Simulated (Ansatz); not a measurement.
Output of an Ansatz run (abridged):

```
WARN ansatz: RAYON_NUM_THREADS=1 ignored (pool sized by the plan → 1); use --threads N
Pseudopotentials: kind: paw
Pseudopotential: Al, paw, valence charge 3
Pseudopotential: Lu, paw, valence charge 25
Pseudopotential: Au, paw, valence charge 19
Crystal: 22 atoms, lattice volume = 411.228 Å³
Basis set: ecut = 420 eV, 8027 PW (Γ)
Bands: 125, of which v1, the nominal top of the filled ones, is band 103 counted from 1 (102 counted from 0)
Symmetry: 12 space group operations
Space group: R-3c (ITA 167), of the structure as read, at distance tolerance 7.4e-5 Å
k-points: 6 of 27
PAW frozen core: Al, regenerated for the run's functional, and the local potential with it
PAW frozen core: Lu, regenerated for the run's functional, and the local potential with it
PAW frozen core: Au, regenerated for the run's functional, and the local potential with it
Initial density: superposition of atomic densities (neutral atoms: chi_scale 0, normalization atom), corrected by the library's trained network
Initial wavefunctions: pseudopotential atomic-orbital guess
Eigensolver: davidson
Functional: x = slater, c = lda
SCF iter   1: F=—  HF=-113366.865822 eV  |F-HF|=—  |Δ(HF+E_count)|=         —  Δρ=4.99e-3  dr2=9.80e-2  ethr=1.77e-3  ⟨swp⟩=10.3  Hψ=3833  notcnv=0
all-band conjugate gradients solve this SCF's bands
preconditioner: auto → Resta (q_TF=auto, 2.431 Å⁻¹)
SCF iter   2: F=—  HF=-113366.840032 eV  |F-HF|=—  |Δ(HF+E_count)|=   2.58e-2  S|Δr|=    0.00e0  Δρ=3.01e-3  dr2=3.58e-2  ethr=4.76e-5  ⟨swp⟩=2.2  Hψ=1478  notcnv=0  defer=1
SCF iter   3: F=—  HF=-113366.841732 eV  |F-HF|=—  |Δ(HF+E_count)|=   1.70e-3  S|Δr|=    0.00e0  Δρ=1.47e-3  dr2=8.35e-3  ethr=1.74e-5  ⟨swp⟩=3.0  Hψ=1215  notcnv=0  defer=1
SCF iter   4: F=—  HF=-113366.829875 eV  |F-HF|=—  |Δ(HF+E_count)|=   1.19e-2  S|Δr|=    0.00e0  Δρ=4.33e-4  dr2=5.80e-4  ethr=4.06e-6  ⟨swp⟩=3.0  Hψ=1658  notcnv=0  defer=1
SCF iter   5: F=—  HF=-113366.829770 eV  |F-HF|=—  |Δ(HF+E_count)|=   1.04e-4  S|Δr|=    0.00e0  Δρ=1.30e-4  dr2=6.12e-5  ethr=2.81e-7  ⟨swp⟩=2.2  Hψ=1281  notcnv=0  defer=1
SCF iter   6: F=—  HF=-113366.829796 eV  |F-HF|=—  |Δ(HF+E_count)|=   2.58e-5  S|Δr|=    0.00e0  Δρ=2.86e-5  dr2=3.43e-6  ethr=2.97e-8  ⟨swp⟩=2.0  Hψ=1232  notcnv=0  defer=1
SCF iter   7: F=—  HF=-113366.829797 eV  |F-HF|=—  |Δ(HF+E_count)|=   3.27e-7  S|Δr|=    0.00e0  Δρ=9.24e-6  dr2=4.07e-7  ethr=1.66e-9  ⟨swp⟩=3.0  Hψ=1296  notcnv=0  defer=1
SCF iter   8: F=-113366.829796 eV  HF=-113366.829796 eV  |F-HF|=6.23e-9  |Δ(HF+E_count)|=   2.29e-7  S|Δr|=    0.00e0  Δρ=2.22e-6  dr2=2.37e-8  ethr=4.85e-11  ⟨swp⟩=14.5  Hψ=5731  notcnv=0
SCF 1 converged in 8 iterations: F = -113366.829796 eV  dr2 = 2.37e-8
SCF converged after 8 iterations
Stability not checked (fill_not_monotonic)
Free energy (F): -113366.829796 eV
Harris-Foulkes:  -113366.829796 eV  (|F-HF|=6.23e-9)
Internal energy: -113366.831404 eV  (E = F + TS)
E sigma→0 (E₀):  -113366.830332 eV
Entropy (-TS):   0.001608 eV (0.073 meV/atom)
Fermi energy:    11.412896 eV
--- Per-component energies (eV) ---
  E_band       = -2333.542738
  E_kinetic    = 4763.488654
  E_local      = -34267.744109  (includes V_loc(G=0)·N_el)
  E_nonlocal   = 1781.275821
  E_hartree    = 14754.746304
  E_xc         = -2345.924122
  E_vxc        = -2579.509671  (∫ρ·V_xc dr)
  E_paw        = -76999.313413  (= ΣΔE_a)
  E_vpaw       = -1540.550629  (= ΣTr[D̂ρ^β])
  E_aug_tail   = 0.007666  (compensation charges beyond the density's cutoff)
  E_ewald      = -21061.921813
  E_core_change = 8.553607  (= ΣΔE_core)
  E_smearing   = 0.001608  (= −TS)
  E_closure    = -0.000000  (closes the sum)
  Σ components = -113366.829796   (vs F -113366.829796, Δ=0.00e0)
--- Forces (eV/Å), atoms counted from 1 ---
  atom   1  Al     0.09325071    -0.09748485    -0.02292892
  atom   2  Al     0.03779900     0.12949991    -0.02292893
  atom   3  Al    -0.13104971    -0.03201506    -0.02292893
  atom   4  Al    -0.13104971     0.03201506     0.02292893
  atom   5  Al     0.09325071     0.09748485     0.02292892
  atom   6  Al     0.03779900    -0.12949991     0.02292893
  atom   7  Al    -0.09325071     0.09748485     0.02292892
  atom   8  Al    -0.03779900    -0.12949991     0.02292893
  atom   9  Al     0.13104971     0.03201506     0.02292893
  atom  10  Al     0.13104971    -0.03201506    -0.02292893
  atom  11  Al    -0.09325071    -0.09748485    -0.02292892
  atom  12  Al    -0.03779900     0.12949991    -0.02292893
  atom  13  Lu     0.00000000     0.00000000     0.00000000
  atom  14  Lu    -0.00000000    -0.00000000     0.00000000
  atom  15  Al     0.00000000     0.00000000     0.00000000
  atom  16  Al    -0.00000000    -0.00000000     0.00000000
  atom  17  Au    -0.01158066     0.00000000     0.00000000
  atom  18  Au     0.00579033    -0.01002914     0.00000000
  atom  19  Au     0.00579033     0.01002914    -0.00000000
  atom  20  Au     0.01158066    -0.00000000     0.00000000
  atom  21  Au    -0.00579033     0.01002914    -0.00000000
  atom  22  Au    -0.00579033    -0.01002914     0.00000000
  max |Σ_I F_I| component: 2.54e-17 eV/Å
--- Stress (GPa, compression-positive) ---
       -8.898087       0.000000       0.000000
        0.000000      -8.898087      -0.000000
        0.000000      -0.000000     -10.071190
  P = ⅓ Tr σ = -9.2891 GPa (-92.891 kbar)
  The stress holds the Pulay correction. Without it, at fixed plane waves, as pw.x and ABINIT print it: P = -9.3385 GPa
--- Band table (eV; the first three rows and the last of 6) ---
  k-point 0: bands = ["-95.8002", "-95.8002", "-95.8002", "-95.8002", "-95.8002", "-95.8002", "-47.1408", "-47.1407", "-47.1407", "-47.1405", "-47.1405", "-47.1404", "-47.1058", "-47.1058", "-47.1057", "-47.1057", "-47.1057", "-47.1057", "-46.9612", [...]
  k-point 1: bands = ["-95.8002", "-95.8002", "-95.8002", "-95.8002", "-95.8002", "-95.8002", "-47.1408", "-47.1407", "-47.1406", "-47.1406", "-47.1405", "-47.1405", "-47.1058", "-47.1058", "-47.1057", "-47.1057", "-47.1057", "-47.1057", "-46.9612", [...]
  k-point 2: bands = ["-95.8002", "-95.8002", "-95.8002", "-95.8002", "-95.8002", "-95.8002", "-47.1407", "-47.1407", "-47.1406", "-47.1406", "-47.1405", "-47.1405", "-47.1058", "-47.1058", "-47.1057", "-47.1057", "-47.1057", "-47.1057", "-46.9612", [...]
  k-point 5: bands = ["-95.8002", "-95.8002", "-95.8002", "-95.8002", "-95.8002", "-95.8002", "-47.1407", "-47.1407", "-47.1407", "-47.1406", "-47.1405", "-47.1405", "-47.1058", "-47.1058", "-47.1057", "-47.1057", "-47.1057", "-47.1057", "-46.9611", [...]
```

The structure:

```xyz
22
Lattice="4.0824 2.3570 7.1230 -4.0824 2.3570 7.1230 0.0000 -4.7139 7.1230" Properties=species:S:1:pos:R:3 pbc="T T T"
Al    -0.7626    -3.2432    10.0571
Al     3.1900     0.9612    10.0571
Al    -2.4274     2.2820    10.0571
Al     1.6550     0.0750     7.7503
Al    -0.7626    -1.4708     7.7503
Al    -0.8924     1.3958     7.7503
Al     0.7626     3.2432    11.3118
Al    -3.1900    -0.9612    11.3118
Al     2.4274    -2.2820    11.3118
Al    -1.6550    -0.0750    13.6186
Al     0.7626     1.4708    13.6186
Al     0.8924    -1.3958    13.6186
Lu     0.0000     0.0000     0.0000
Lu     0.0000     0.0000    10.6845
Al     0.0000     0.0000     5.3422
Al     0.0000     0.0000    16.0267
Au    -1.4133     2.3570    12.4652
Au    -1.3345    -2.4025    12.4652
Au     2.7479     0.0455    12.4652
Au     1.4133    -2.3570     8.9037
Au     1.3345     2.4025     8.9037
Au    -2.7479    -0.0455     8.9037
```

Problem. Reconstruct the input of this run.

Solution. Other spellings and defaults could give the same log, and not every line can be read from it. The input that was run (DFT, LDA (PW92), plane waves, default PAW files made with PBE):

Ansatz 0.2 input:
```yaml
# LuAl7Au3
crystal:
  lattice:
    - [4.08239800, 2.35697400, 7.12296800]
    - [-4.08239800, 2.35697400, 7.12296800]
    - [0.00000000, -4.71394700, 7.12296800]
  atoms:
    - { symbol: Al, position: [0.14791000, 0.33471000, 0.92931000] }
    - { symbol: Al, position: [0.92931000, 0.14791000, 0.33471000] }
    - { symbol: Al, position: [0.33471000, 0.92931000, 0.14791000] }
    - { symbol: Al, position: [0.57069000, 0.16529000, 0.35209000] }
    - { symbol: Al, position: [0.16529000, 0.35209000, 0.57069000] }
    - { symbol: Al, position: [0.35209000, 0.57069000, 0.16529000] }
    - { symbol: Al, position: [0.85209000, 0.66529000, 0.07069000] }
    - { symbol: Al, position: [0.07069000, 0.85209000, 0.66529000] }
    - { symbol: Al, position: [0.66529000, 0.07069000, 0.85209000] }
    - { symbol: Al, position: [0.42931000, 0.83471000, 0.64791000] }
    - { symbol: Al, position: [0.83471000, 0.64791000, 0.42931000] }
    - { symbol: Al, position: [0.64791000, 0.42931000, 0.83471000] }
    - { symbol: Lu, position: [0.00000000, 0.00000000, 0.00000000] }
    - { symbol: Lu, position: [0.50000000, 0.50000000, 0.50000000] }
    - { symbol: Al, position: [0.25000000, 0.25000000, 0.25000000] }
    - { symbol: Al, position: [0.75000000, 0.75000000, 0.75000000] }
    - { symbol: Au, position: [0.57690000, 0.92310000, 0.25000000] }
    - { symbol: Au, position: [0.25000000, 0.57690000, 0.92310000] }
    - { symbol: Au, position: [0.92310000, 0.25000000, 0.57690000] }
    - { symbol: Au, position: [0.42310000, 0.07690000, 0.75000000] }
    - { symbol: Au, position: [0.75000000, 0.42310000, 0.07690000] }
    - { symbol: Au, position: [0.07690000, 0.75000000, 0.42310000] }
basis:
  ecutwfc: 420.0
kpoints:
  mp_grid:
    grid: [3, 3, 3]
hamiltonian:
  xc: lda
  pseudopotentials:
    kind: paw
scf:
  occupations:
    method: cold
    width: 0.136
output:
  forces: true
  eigenvalues: true
  stress: true
```

The starting cell comes from a database of published, mostly measured structures (it also holds non-ambient and calculated ones), without a prior relaxation at this level. Its lattice was rescaled by a random factor within 2.5 % of one. Spin-orbit coupling is off. With a pressure of about -9 GPa the cell is away from its equilibrium volume at this level. Ansatz's pressure includes its estimate of the finite-basis (Pulay) stress.

Ansatz is an electronic-structure program.
